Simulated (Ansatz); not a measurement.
System: fluorite HfO₂ (high-temperature phase). Method: PBE (Ansatz, a quantum-chemistry and plane-wave program, PAW).

Numerical settings: plane-wave cutoff 520 eV, 12×12×12 k mesh, Fermi–Dirac smearing 0.01 eV, scalar-relativistic PAW data made under PBE.

Energies at three volumes about the minimum:

| V (Å³/atom) | E − E_lowest (meV/atom) |
|---|---|
| 10.815 | 3.53 |
| 11.036 | 0.00 |
| 11.256 | 3.27 |

### Question
Fit a parabola by hand: where is the minimum, what lattice constant follows, and what is the bulk modulus?

### Answer
Slopes: (0.00 − 3.53)/(11.036 − 10.815) = -15.973 and (3.27 − 0.00)/(11.256 − 11.036) = 14.864 meV/Å³. Curvature E″ = 2 × (14.864 − (-15.973))/(11.256 − 10.815) = 139.850 meV/Å⁶. From the middle of the first interval, the slope vanishes at V0 = 10.9255 − (-15.973)/139.850 = 11.040 Å³/atom. B = V0 E″ = 11.040 × 139.850 meV/Å³ × 0.1602 GPa per meV/Å³ = 247 GPa. With 12 atoms in the cube, a = (12 × 11.040)^(1/3) = 5.098 Å. The full Birch–Murnaghan fit to all volumes gives V0 = 11.036 Å³/atom and B0 = 246 GPa.

Measured, for comparison: bulk modulus 242 ± 16 GPa (room temperature, not corrected to a static lattice, nanocrystalline cubic HfO2, second-order Birch-Murnaghan; as tabulated in High-pressure structural stability, equation of state, and thermal expansion …). Computed less measured: bulk modulus +1.7 % (inside the measured uncertainty). A static lattice is as a rule a little smaller and stiffer than an uncorrected measurement, which can account for part of this in the bulk modulus.

Note: symmetry holds this phase in the static calculation, where it need not be a minimum; held by symmetry at 0 K, a high-temperature phase can be a saddle point.
